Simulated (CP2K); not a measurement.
# A self-consistent single point of BaN2 (C2/c, 6 atoms in the cell) with CP2K

Method: PBEsol, GPW, DZVP-MOLOPT-SR-GTH basis, GTH-PBE potentials (GTH_POTENTIALS) in CP2K.

Input:

```
&GLOBAL
  PROJECT calc
  RUN_TYPE ENERGY_FORCE
  PRINT_LEVEL MEDIUM
&END GLOBAL
&FORCE_EVAL
  METHOD Quickstep
  STRESS_TENSOR ANALYTICAL
  &DFT
    BASIS_SET_FILE_NAME BASIS_MOLOPT
    POTENTIAL_FILE_NAME GTH_POTENTIALS
    &QS
      METHOD GPW
      EPS_DEFAULT 1E-10
    &END QS
    &MGRID
      CUTOFF 500
      REL_CUTOFF 60
      NGRIDS 5
    &END MGRID
    &SCF
      SCF_GUESS ATOMIC
      EPS_SCF 1E-6
      MAX_SCF 100
      ADDED_MOS 8
      &DIAGONALIZATION
        ALGORITHM STANDARD
      &END DIAGONALIZATION
      &MIXING
        METHOD BROYDEN_MIXING
        ALPHA 0.3
        NBUFFER 10
        BETA 1.5
      &END MIXING
      &SMEAR ON
        METHOD FERMI_DIRAC
        ELECTRONIC_TEMPERATURE [K] 1160.45
      &END SMEAR
    &END SCF
    &KPOINTS
      SCHEME MONKHORST-PACK 6 6 4
      GAMMA_CENTERED T
    &END KPOINTS
    &XC
      &XC_FUNCTIONAL
        &PBE
          PARAMETRIZATION PBESOL
        &END PBE
      &END XC_FUNCTIONAL
    &END XC
    &PRINT
      &MO
        EIGENVALUES T
        OCCUPATION_NUMBERS T
        NDIGITS 8
        FILENAME mo
        &EACH
          QS_SCF 0
        &END EACH
        ADD_LAST NUMERIC
      &END MO
      &MULLIKEN ON
      &END MULLIKEN
    &END PRINT
  &END DFT
  &SUBSYS
    &CELL
      A 4.24728400 0.00000000 0.00000000
      B 1.88440900 3.80636600 0.00000000
      C -1.62951500 -1.01155300 7.10333300
      PERIODIC XYZ
    &END CELL
    &COORD
      SCALED
      Ba       0.20407000     0.79593000     0.75000000
      Ba       0.79593000     0.20407000     0.25000000
      N        0.44393000     0.15001000     0.54520000
      N        0.55607000     0.84999000     0.45480000
      N        0.84999000     0.55607000     0.95480000
      N        0.15001000     0.44393000     0.04520000
    &END COORD
    &KIND Ba
      BASIS_SET DZVP-MOLOPT-SR-GTH
      POTENTIAL GTH-PBE-q10
    &END KIND
    &KIND N
      BASIS_SET DZVP-MOLOPT-SR-GTH
      POTENTIAL GTH-PBE-q5
    &END KIND
  &END SUBSYS
  &PRINT
    &FORCES ON
    &END FORCES
    &STRESS_TENSOR ON
    &END STRESS_TENSOR
  &END PRINT
&END FORCE_EVAL
```

The program printed (abridged):

```
 GLOBAL| Method name                                                        CP2K
 GLOBAL| Project name                                                       calc
 GLOBAL| Run type                                                   ENERGY_FORCE

 CELL| Volume [angstrom^3]:                                           114.837577
 CELL| Vector a [angstrom]:       4.247     0.000     0.000   |a| =     4.247284
 CELL| Vector b [angstrom]:       1.884     3.806     0.000   |b| =     4.247284
 CELL| Vector c [angstrom]:      -1.630    -1.012     7.103   |c| =     7.357710
 CELL| Angle (b,c), alpha [degree]:                                   102.795413
 CELL| Angle (a,c), beta  [degree]:                                   102.795411
 CELL| Angle (a,b), gamma [degree]:                                    63.661473
 CELL| Numerically orthorhombic:                                              NO
 CELL| Periodicity                                                           XYZ

 DFT| Spin restricted Kohn-Sham (RKS) calculation                            RKS
 DFT| Multiplicity                                                             1
 DFT| Number of spin states                                                    1
 DFT| Charge                                                                   0
 DFT| XC density smoothing                                                  NONE
 DFT| XC derivatives                                                          PW

 QS| Method:                                                                 GPW
 QS| Density plane wave grid type                        NON-SPHERICAL FULLSPACE
 QS| Number of grid levels:                                                    5
 QS| Density cutoff [a.u.]:                                                250.0
 QS| Multi grid cutoff [a.u.]: 1) grid level                               250.0
   [... lines left out ...]
 BRILLOUIN| Wavefunction type                                            COMPLEX
 BRILLOUIN| List of Kpoints [2 Pi/Bohr]                                       76
 BRILLOUIN| Number           Weight            X              Y              Z
 BRILLOUIN|     1           0.01389       -0.33333       -0.33333       -0.25000
 BRILLOUIN|     2           0.01389       -0.33333       -0.33333        0.00000
 BRILLOUIN|     3           0.01389       -0.33333       -0.33333        0.25000
   [... 73 lines left out ...]
 *******************************************************************************

 Extrapolation method: initial_guess

 Re-scaling the density matrix to get the right number of electrons
                  # Electrons              Trace(P)               Scaling factor
                           40                40.000                        1.000

 Number of electrons:                                                         40
 Number of occupied orbitals:                                                 20
 Number of molecular orbitals:                                                28

 Number of orbital functions:                                                 80
 Number of independent orbital functions:                                     80
 SCF WAVEFUNCTION OPTIMIZATION

  Step     Update method      Time    Convergence         Total energy    Change
     1 NoMix/Diag. 0.30E+00      -     1.78486975       -91.2146658652 -9.12E+01
     2 Broy./Diag. 0.30E+00      -     0.06660441       -87.8184113813  3.40E+00
     3 Broy./Diag. 0.30E+00      -     0.12097742       -89.5193541701 -1.70E+00
     4 Broy./Diag. 0.30E+00      -     0.00834537       -90.7068971503 -1.19E+00
     5 Broy./Diag. 0.30E+00      -     0.00952235       -90.4750583530  2.32E-01
     6 Broy./Diag. 0.30E+00      -     0.00166835       -90.5860915589 -1.11E-01
     7 Broy./Diag. 0.30E+00      -     0.00150821       -90.5956240278 -9.53E-03
   [... 5 lines left out ...]
    13 Broy./Diag. 0.30E+00      -     0.00001501       -90.6308872835  6.33E-05
    14 Broy./Diag. 0.30E+00      -     0.00003413       -90.6307897727  9.75E-05
    15 Broy./Diag. 0.30E+00      -     0.00000467       -90.6307190358  7.07E-05
    16 Broy./Diag. 0.30E+00      -     0.00000616       -90.6306618850  5.72E-05
    17 Broy./Diag. 0.30E+00      -     0.00000033       -90.6306493905  1.25E-05
  *** SCF run converged in    17 steps ***

  Electronic density on regular grids:        -39.9999999984        0.0000000016
  Core density on regular grids:               39.9999999964       -0.0000000036
  Total charge density on r-space grids:       -0.0000000020
  Total charge density g-space grids:          -0.0000000020

  Overlap energy of the core charge distribution:               0.00000013909032
  Self energy of the core charge distribution:               -203.88202786782537
  Core Hamiltonian energy:                                     49.04506577088210
  Hartree energy:                                              81.52960381145685
  Exchange-correlation energy:                                -17.31945618072392
  Electronic entropic energy:                                  -0.00383506301448
  Fermi energy:                                                 0.28421850660448

  Total energy:                                               -90.63064939047527
  Total energy (extrapolated to T->0):                        -90.62873185896802

                     Mulliken Population Analysis

 #  Atom  Element  Kind  Atomic population                           Net charge
       1     Ba       1          9.068324                              0.931676
       2     Ba       1          9.068324                              0.931676
       3     N        2          5.465838                             -0.465838
       4     N        2          5.465838                             -0.465838
       5     N        2          5.465838                             -0.465838
       6     N        2          5.465838                             -0.465838
 # Total charge                             40.000000                 -0.000000

 ENERGY| Total FORCE_EVAL ( QS ) energy [hartree]            -90.630643842720772

 FORCES| Atomic forces [hartree/bohr]
 FORCES|   Atom     x               y               z               |f|
 FORCES|      1  1.92559475E-03 -3.10193586E-03  2.18364959E-08   3.65101647E-03
 FORCES|      2 -1.92559807E-03  3.10193048E-03 -2.12820192E-08   3.65101364E-03
 FORCES|      3 -1.02556352E-03  1.18327308E-02  7.66129561E-03   1.41336743E-02
 FORCES|      4  1.02556625E-03 -1.18327243E-02 -7.66129572E-03   1.41336691E-02
 FORCES|      5 -1.01492866E-02  6.16887337E-03 -7.66121729E-03   1.41335511E-02
 FORCES|      6  1.01492872E-02 -6.16887449E-03  7.66121688E-03   1.41335518E-02
 FORCES| Sum     1.47477117E-11 -2.35343793E-11  3.37834812E-11
 FORCES| Total atomic force                                       4.37342613E-11

 STRESS| Analytical stress tensor [bar]
 STRESS|                        x                   y                   z
 STRESS|      x       -2.12091014713E+04  -2.46601561634E+03   4.61804082393E+03
 STRESS|      y       -2.46601561634E+03  -1.87670658674E+04   2.86677920152E+03
 STRESS|      z        4.61804082393E+03   2.86677920152E+03  -2.02254804788E+04
 STRESS| 1/3 Trace                                            -2.00672159392E+04
```

The run converged in 17 iterations.

The starting cell comes from a database of computed structures (which also holds hypothetical and non-ambient phases and stackings), without a prior relaxation at this level. Its lattice was rescaled by a random factor within 2.5 % of one. Values carry the incompleteness of an atom-centred basis. The potentials were made for another functional than the one used. The run gives no clean gap (levels at the Fermi energy touch, overlap or are partly filled at this smearing), which alone does not show that the compound is a metal.

Cost on one core of a shared machine: roughly 2 min.
